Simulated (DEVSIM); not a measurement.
Device: Al/SiO2/n-Si capacitor, at 250 K.

| layer (left to right) | material | thickness (nm) | Nd (cm⁻³) |
|---|---|---|---|
| 1 | SiO2 | 1.10 | - |
| 2 | Si | 1000 | 3.2e17 |

Metal gate on the left, work function 4.1 eV. Fixed charge at the semiconductor interface -1.4e11 cm⁻² (in units of +e); no interface traps.

This is a model device: material constants are rounded textbook-type values typed into the input, and sizes, dopings and lifetimes were drawn at random. Values at 300 K; Nc and Nv go as T^1.5, mobilities as T to minus their exponent, the gap by Varshni's rule with the affinity fixed.

```
parameter         SiO2        Si
----------------  ----  --------
gap (eV)             9     1.124
affinity (eV)      0.9      4.05
permittivity       3.9      11.7
Nc (cm⁻³)            -   2.86e19
Nv (cm⁻³)            -    3.1e19
Varshni α (eV/K)     -  0.000473
Varshni β (K)        -       636
```

Model (solved in DEVSIM): 1D Poisson equation in equilibrium, Boltzmann statistics, complete ionisation; no quantum confinement or tunnelling. Metal contacts follow the ideal Schottky-Mott rule: no Fermi-level pinning, no interface dipoles.

Tabulate band edges, carrier densities and field at -0.7 V on the gate.

Energies count from the Fermi level of the right contact; mesh points crowd at the junctions.

| x (μm) | Ec (eV) | Ev (eV) | n (cm⁻³) | p (cm⁻³) | field (V/cm) |
|---|---|---|---|---|---|
| 0.000 | 3.900 | -5.100 | < 1e2 | < 1e2 | -650000 |
| 0.0004977 | 3.868 | -5.132 | < 1e2 | < 1e2 | -650000 |
| 0.0009239 | 3.840 | -5.160 | < 1e2 | < 1e2 | -650000 |
| 0.001682 | 0.666 | -0.470 | 820000 | 7.8e9 | -230000 |
| 0.003736 | 0.619 | -0.517 | 7300000 | 8.8e8 | -220000 |
| 0.006919 | 0.550 | -0.586 | 1.8e8 | 3.6e7 | -210000 |
| 0.01235 | 0.444 | -0.692 | 2.4e10 | 270000 | -180000 |
| 0.02695 | 0.232 | -0.904 | 4.5e14 | < 1e2 | -110000 |
| 0.04959 | 0.103 | -1.033 | 1.8e17 | < 1e2 | -17000 |
| 0.08817 | 0.091 | -1.045 | 3.2e17 | < 1e2 | -59 |
| 0.1621 | 0.091 | -1.045 | 3.2e17 | < 1e2 | ≈ 0 |
| 0.3530 | 0.091 | -1.045 | 3.2e17 | < 1e2 | ≈ 0 |
| 0.5931 | 0.091 | -1.045 | 3.2e17 | < 1e2 | ≈ 0 |
| 0.7720 | 0.091 | -1.045 | 3.2e17 | < 1e2 | ≈ 0 |
| 0.9000 | 0.091 | -1.045 | 3.2e17 | < 1e2 | ≈ 0 |
| 0.9447 | 0.091 | -1.045 | 3.2e17 | < 1e2 | ≈ 0 |
| 0.9699 | 0.091 | -1.045 | 3.2e17 | < 1e2 | ≈ 0 |
| 0.9847 | 0.091 | -1.045 | 3.2e17 | < 1e2 | ≈ 0 |
| 0.9942 | 0.091 | -1.045 | 3.2e17 | < 1e2 | ≈ 0 |
| 0.9977 | 0.091 | -1.045 | 3.2e17 | < 1e2 | ≈ 0 |
| 0.9998 | 0.091 | -1.045 | 3.2e17 | < 1e2 | ≈ 0 |
| 1.001 | 0.091 | -1.045 | 3.2e17 | < 1e2 | ≈ 0 |
